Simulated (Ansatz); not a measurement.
System: GaP (model structure, started from the BN type, Pm-3n, No. 223, 12 atoms in the cell). Method: LDA (Ansatz, a program for electronic structure, plane waves, PAW).

Input file:

Ansatz 0.2 input:
```yaml
crystal:
  lattice:
    - [6.7060127975, 0.0, 0.0]
    - [0.0, 6.7060127975, 0.0]
    - [0.0, 0.0, 6.7060127975]
  atoms:
    - { symbol: Ga, position: [0.25, 0.0, 0.5] }
    - { symbol: Ga, position: [0.5, 0.25, 0.0] }
    - { symbol: Ga, position: [0.5, 0.75, 0.0] }
    - { symbol: Ga, position: [0.75, 0.0, 0.5] }
    - { symbol: Ga, position: [0.0, 0.5, 0.75] }
    - { symbol: Ga, position: [0.0, 0.5, 0.25] }
    - { symbol: P, position: [0.25, 0.5, 0.0] }
    - { symbol: P, position: [0.0, 0.25, 0.5] }
    - { symbol: P, position: [0.0, 0.75, 0.5] }
    - { symbol: P, position: [0.75, 0.5, 0.0] }
    - { symbol: P, position: [0.5, 0.0, 0.75] }
    - { symbol: P, position: [0.5, 0.0, 0.25] }
basis:
  ecutwfc: 520
  ecutrho_ratio: 4
  xc_grid: 2
kpoints:
  mp_grid: { grid: [6, 6, 6] }
  band_path:
    path:
      - [0.0, 0.0, 0.0]
      - [0.0, 0.125, 0.0]
      - [0.0, 0.25, 0.0]
      - [0.0, 0.375, 0.0]
      - [0.0, 0.5, 0.0]
      - [0.125, 0.5, 0.0]
      - [0.25, 0.5, 0.0]
      - [0.375, 0.5, 0.0]
      - [0.5, 0.5, 0.0]
      - [0.416667, 0.416667, 0.0]
      - [0.333333, 0.333333, 0.0]
      - [0.25, 0.25, 0.0]
      - [0.166667, 0.166667, 0.0]
      - [0.083333, 0.083333, 0.0]
      - [0.0625, 0.0625, 0.0625]
      - [0.125, 0.125, 0.125]
      - [0.1875, 0.1875, 0.1875]
      - [0.25, 0.25, 0.25]
      - [0.3125, 0.3125, 0.3125]
      - [0.375, 0.375, 0.375]
      - [0.4375, 0.4375, 0.4375]
      - [0.5, 0.5, 0.5]
      - [0.416667, 0.5, 0.416667]
      - [0.333333, 0.5, 0.333333]
      - [0.25, 0.5, 0.25]
      - [0.166667, 0.5, 0.166667]
      - [0.083333, 0.5, 0.083333]
      - [0.5, 0.5, 0.375]
      - [0.5, 0.5, 0.25]
      - [0.5, 0.5, 0.125]
    npoints: 1
hamiltonian:
  xc: lda
  dispersion: none
  pseudopotentials: { kind: paw }
scf:
  occupations: { method: fermi_dirac, width: 0.01 }
  convergence: { dr2_threshold: 0.0000000012 }
output:
  forces: true
  stress: true
  eigenvalues: true
  write_bands: true
```

From the output:

```
Crystal: 12 atoms, lattice volume = 301.573 Å³
Basis set: ecut = 520 eV, 8217 PW (Γ), exchange–correlation on 100×100×100 points (8 copies of the dense FFT grid, shifted against one another)
Bands: 66, of which v1, the nominal top of the filled ones, is band 54 counted from 1 (53 counted from 0)
Symmetry: 48 space group operations
Space group: Pm-3n (ITA 223), of the structure as read, at distance tolerance 6.7e-5 Å
k-points: 20 of 216
Functional: x = slater, c = lda
SCF iter   1: F=—  HF=-26599.943642 eV  |F-HF|=—  |Δ(HF+E_count)|=         —  Δρ=5.94e-3  dr2=1.00e-1
SCF iter   2: F=—  HF=-26599.905500 eV  |F-HF|=—  |Δ(HF+E_count)|=   3.81e-2  Δρ=3.02e-3  dr2=2.36e-2
  ...
SCF iter   8: F=—  HF=-26599.900152 eV  |F-HF|=—  |Δ(HF+E_count)|=   6.49e-8  Δρ=1.21e-6  dr2=2.50e-9
SCF iter   9: F=-26599.900152 eV  HF=-26599.900152 eV  |F-HF|=5.82e-11  |Δ(HF+E_count)|=  7.09e-10  Δρ=2.90e-7  dr2=1.15e-10
SCF 1 converged in 9 iterations: F = -26599.900152 eV  dr2 = 1.15e-10
SCF converged after 9 iterations
Free energy (F): -26599.900152 eV
Internal energy: -26599.900152 eV  (E = F + TS)
E sigma→0 (E₀):  -26599.900152 eV
Fermi energy:    5.055861 eV
--- Stress (GPa, compression-positive) ---
       -1.687765       0.000000       0.000000
        0.000000      -1.687765       0.000000
        0.000000       0.000000      -1.687765
  P = ⅓ Tr σ = -1.6878 GPa (-16.878 kbar)
```

The PAW data were made under PBE.

Note: the relaxation could raise the start's symmetry but not lower it, so the cell can be a saddle point. Note: cell and atoms aren't relaxed at this level (pressure -1.7 GPa).

A model structure was made by putting elements into a prototype or built by hand; it is no filed structure, need not be a known phase, and can be a saddle point held by its symmetry.
